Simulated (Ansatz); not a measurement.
The parent structure is GaSb in the rock salt structure (space group Fm-3m, No. 225; a = 5.799 Å; a hypothetical phase, not in the database extracts checked).

(Cell as relaxed with PBE.)

Levels (all Ansatz, a program for electronic structure, PAW): PBE (420 eV, no spin-orbit coupling); PBEsol (420 eV, no spin-orbit coupling).

Each level relaxes its own structure.

```json
[
 {"base": "volume per atom", "PBE": "24.37 Å³", "PBEsol": "23.11 Å³"},
 {"base": "lattice parameter a", "PBE": "5.799 Å", "PBEsol": "5.697 Å"},
 {"base": "band gap", "PBE": "zero", "PBEsol": "zero"}
]
```

Now apply this change: a negative pressure, −2 GPa.

| quantity | PBE | PBEsol |
|---|---|---|
| shortest interatomic distance | 2.939 Å | 2.881 Å |
| band gap | zero | zero |

PBE's shortest interatomic distance lies 0.058 Å above PBEsol's (2.0 %); the two agree on the band gap. Neither level is exact; PBEsol is the comparison here, not a measurement.

Load acts through the strain it causes; cell and atoms are relaxed under it. Stability against distortions was not tested. All final runs are without spin polarisation.
